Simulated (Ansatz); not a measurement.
Base system: MgB$_{2}$ (space group P6/mmm, No. 191; a = 3.075 Å, c = 3.525 Å; relaxed with 0.1 eV smearing). Axes: x lies along a and z along c of the hexagonal cell.

Calculations: DFT with PBE, PAW potentials and a 420 eV plane-wave cutoff in Ansatz (an electronic-structure program), no spin-orbit coupling.

For the base:

The pressure comes out as 0.0 GPa and the band gap is zero.

Now apply this change: uniaxial strain ε_zz = −0.50 %, all other strain components held at zero, atoms relaxed at fixed cell.

### Question
How does this affect the pressure and band gap?

### Answer
The pressure (mean of the normal stresses, compression positive) goes from zero to 0.6 GPa; the band gap stays zero.

Stability against distortions was not tested. All final runs are without spin polarisation.
